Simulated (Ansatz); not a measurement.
The starting structures come from a database of crystals and need not be the phases stable at ambient conditions.

**Evanescent states of Ba(MgAs)₂ (P-3m1, not sure to be the ambient phase, 5 atoms a cell, 27.2 Å³ an atom) along the normal of (110)**

Calculation: r2SCAN (plane waves, PAW; Ansatz, a quantum-chemistry and plane-wave program).

The gap is the functional's own. No spin-orbit coupling. Mid-gap values are interpolated on the energy grid.

Energies count from the valence-band top; κ is the least over a 4×4 mesh across the current.

| E (eV) | κ (1/Å) | where |
|---|---|---|
| 0.04 | 0.038 | Γ |
| 0.12 | 0.064 | Γ |
| 0.20 | 0.081 | Γ |
| 0.28 | 0.093 | Γ |
| 0.36 | 0.104 | Γ |
| 0.44 | 0.112 | Γ |
| 0.52 | 0.118 | Γ |
| 0.60 | 0.124 | Γ |
| 0.68 | 0.129 | Γ |
| 0.76 | 0.132 | Γ |
| 0.84 | 0.135 | Γ |
| 0.92 | 0.137 | Γ |
| 1.00 | 0.128 | Γ |
| 1.08 | 0.118 | Γ |
| 1.16 | 0.106 | Γ |
| 1.24 | 0.091 | Γ |
| 1.32 | 0.071 | Γ |
| 1.40 | 0.042 | Γ |

**Question.** How thick must the barrier be to attenuate the transmission by 10^8 when the electrodes' Fermi level lies at 1.08 eV, and what attenuation does that film give at 0.04 eV?

**Answer.** d = 8 ln 10 / (2 × 0.118) = 78.1 Å. At 0.04 eV it gives 8 × 0.038/0.118 = 2.6 decades.
